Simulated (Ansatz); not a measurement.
The parent structure is GeSe (space group P6_3mc, No. 186; a hypothetical phase, not in the database extracts checked).

```xyz
4
Lattice="4.7103 0.0000 0.0000 -2.3552 4.0793 0.0000 0.0000 0.0000 5.6848" Properties=species:S:1:pos:R:3 pbc="T T T"
Ge     2.3552     1.3598     0.2365
Ge     0.0000     2.7195     3.0789
Se     2.3552     1.3598     3.3177
Se     0.0000     2.7195     0.4753
```

Cartesian axes are those of the cell as printed.

Level of theory: PBEsol (Ansatz, a program for electronic structure; PAW; 420 eV plane waves; scalar-relativistic without spin-orbit coupling), earlier PAW set.

Strains are applied to the cell and any free atomic positions relax.

One change was made to it. Results:

The band gap rises by 0.06 eV, from 0.54 eV to 0.60 eV; the shortest interatomic distance falls by 0.005 Å, from 2.604 Å to 2.599 Å.

**Question.** Which of these changes matches the shifts?
A. uniaxial strain ε_xx = +1.34 %
B. isotropic strain +2.18 %
C. uniaxial strain ε_zz = −1.63 %

**Answer.** A, uniaxial strain ε_xx = +1.34 %. For comparison, the band gap in the other runs: uniaxial strain ε_zz = −1.63 % gives 0.39 eV; isotropic strain +2.18 % gives 0.86 eV.

No phonon test of stability was made.
